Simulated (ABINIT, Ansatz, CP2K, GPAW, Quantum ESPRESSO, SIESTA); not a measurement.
# One structure in several programs: NiAl (Pm-3m, 2 atoms in the cell)

Self-consistent single point.

```
CELL_PARAMETERS angstrom
      2.90994     0.00000     0.00000
      0.00000     2.90994     0.00000
      0.00000     0.00000     2.90994
ATOMIC_POSITIONS crystal
  Al 0.50000 0.50000 0.50000
  Ni 0.00000 0.00000 0.00000
```

Shared settings, as Ansatz (a program for electronic structure) writes them: kpoints.mp_grid.grid = 8 8 8; scf.occupations.method = gaussian; scf.occupations.width = 0.0073 Ry. Potentials and cutoffs stand in the table.

```tsv
code	model	pressure (GPa)	cutoff
CP2K	LDA (Pade form), GPW, DZVP-MOLOPT-SR-GTH basis, GTH-PADE potentials (GTH_POTENTIALS)	-14.16	grid 600 Ry
GPAW	LDA (Perdew-Wang 92), GPAW PAW datasets LDA (gpaw-data 1.0.1)	-11.87	800 eV
SIESTA	LDA PW92, numerical atomic orbitals DZP, PseudoDojo LDA standard norm-conserving potentials (rewritten from UPF to PSML)	-15.50	grid 400 Ry
Ansatz	LDA (PW92), default PAW files made with PBE	-12.61	30.9 Ry
Quantum ESPRESSO	LDA (PZ), PSlibrary ultrasoft (LDA) pseudopotentials	-13.03	50 Ry
ABINIT	LDA (PW92), norm-conserving pseudopotentials (PseudoDojo nc-sr-04 LDA standard)	-12.91	98 Ry
```

On Ansatz's run: spin polarisation is off.

The spread over the programs that give each value: pressure within 3.63 GPa.

CP2K and SIESTA use small atom-centred bases, whose incompleteness enters pressures, forces and empty levels differently from a plane-wave cutoff. Ansatz's pressure is given at a fixed set of plane waves, as the other plane-wave codes print theirs; with its correction for the finite basis it is -12.53 GPa. The same LDA comes in different parametrisations, which differ slightly. In the pressure, CP2K (by 1.40) and SIESTA (by 2.74) lie more than 1 GPa from the median of the plane-wave programs.

The starting cell has typed, rounded lattice constants, without a prior relaxation at this level. Its lattice was rescaled by a random factor within 2.5 % of one.

Left out of this page: Elk and FLEUR (not drawn, or without a comparable value).

Keys are those of Ansatz 0.2.
